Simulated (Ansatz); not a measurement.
**LiC: biaxial strain −0.20 %, plane normal [001], relaxed out of plane**

Take LiC (space group Immm, No. 71; a = 3.5736 Å, b = 4.8048 Å, c = 5.3052 Å) as the base. Axes: x, y, z lie along a, b, c of the conventional cell.

It is then changed as follows: biaxial strain −0.20 %, plane normal [001], relaxed out of plane (Cartesian); in-plane vectors clamped, the third vector and the atoms free.

The values are results of plane-wave PAW DFT at the PBEsol level (Ansatz, an electronic-structure program, 420 eV), spin-orbit coupling left out, earlier PAW set, not measurements. Settings: 11×11×11 k-points, 0.05 eV Fermi–Dirac smearing.

| quantity | base | changed | shift |
|---|---|---|---|
| volume per atom | 11.39 Å³ | 11.35 Å³ | -0.04 Å³ |
| space group | Immm (No. 71) | Immm (No. 71) | – |
| shortest interatomic distance | 1.257 Å | 1.256 Å | -0.0002 Å |
| energy relative to the base (free energy F) | 0 meV/atom | 0.0 meV/atom | 0.0 meV/atom |
| pressure (mean of the normal stresses, compression positive) | 0.00 GPa | 0.17 GPa | +0.17 GPa |
| band gap | 3.16 eV | 3.15 eV | -0.017 eV |
| gap character | indirect, W → Γ | indirect, W → Γ | – |
| width of the top valence band | 0.90 eV | 0.92 eV | +0.02 eV |
| valley order (the lowest conduction-band minima on the path, energy above the VBM, named in the base's zone) | Γ 3.16 eV; T (0, 0, 1/2) 3.37 eV; R (0, 1/2, 0) 3.37 eV | Γ 3.15 eV; T (0, 0, 1/2) 3.35 eV; R (0, 1/2, 0) 3.36 eV | – |
| out-of-plane strain | – | +0.07 % | – |

Final structure (turned so that z lies along the plane normal):

```yaml
crystal:
  lattice:
    - [3.56648, 0.00000, 0.00000]
    - [0.00000, 4.79520, 0.00000]
    - [1.78324, 2.39760, 2.65454]
  atoms:
    - { symbol: Li, position: [0.76142, 0.26142, 0.47717] }
    - { symbol: Li, position: [0.23858, 0.73858, 0.52283] }
    - { symbol: C, position: [0.00000, 0.86900, 0.00000] }
    - { symbol: C, position: [0.00000, 0.13100, 0.00000] }
```

Cost of the whole job for the changed cell (relaxation, final SCF and bands): around 80 core-seconds (rough).

Stability against distortions was not tested.
